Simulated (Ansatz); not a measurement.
Start from Ag in the fcc (Cu type) structure (space group Fm-3m, No. 225; relaxed with 0.1 eV smearing).

```
CELL_PARAMETERS angstrom
      0.00000     2.02691     2.02691
      2.02691     0.00000     2.02691
      2.02691     2.02691     0.00000
ATOMIC_POSITIONS crystal
  Ag 0.00000 0.00000 0.00000
```

Cartesian axes are those of the cell as printed.

Level of theory: PBEsol/PAW in Ansatz (a first-principles code), spin-orbit coupling left out.

For the base:

The pressure comes out as 0.0 GPa.

The change: uniaxial strain ε_xx = +0.99 %, all other strain components held at zero; the atoms relax in the strained cell.

### Question
Predict the new pressure.

### Answer
The pressure (mean of the normal stresses, compression positive) goes from zero to -1.1 GPa.

### Question
What does the calculation give for the energy relative to the base after the change?

### Answer
The energy goes up by 0.7 meV/atom.

Stability against distortions was not tested.
